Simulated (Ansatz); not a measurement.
# BN (model structure, started from the rocksalt type, Fm-3m, No. 225, 2 atoms in the cell)

These are r²SCAN (Ansatz, a first-principles code, plane waves, PAW) values and carry that method's errors.

Run with plane-wave cutoff 560 eV, 16×16×16 k mesh, Fermi–Dirac smearing 0.01 eV, scalar-relativistic PAW data made under PBE.

Cell (relaxed with PBEsol):

```
BN
1.0
    0.00000     1.74129     1.74129
    1.74129     0.00000     1.74129
    1.74129     1.74129     0.00000
N B
1 1
Direct
  0.00000   0.00000   0.00000
  0.50000   0.50000   0.50000
```

```
Item                                                     Result
-------------------------------------------  ------------------
band gap                                     1.40 eV (indirect)
smallest direct gap on the k points sampled             6.57 eV
Γ–Γ gap                                                10.88 eV
```

Note: the relaxation could raise the start's symmetry but not lower it, so the cell can be a saddle point; cell and atoms aren't relaxed at this level (pressure 3.2 GPa).

The computed numbers hold no vibrational or temperature effects.

Computing time: roughly 4 core-seconds.

A model structure was made by putting elements into a prototype or built by hand; it is no filed structure, need not be a known phase, and can be a saddle point held by its symmetry.
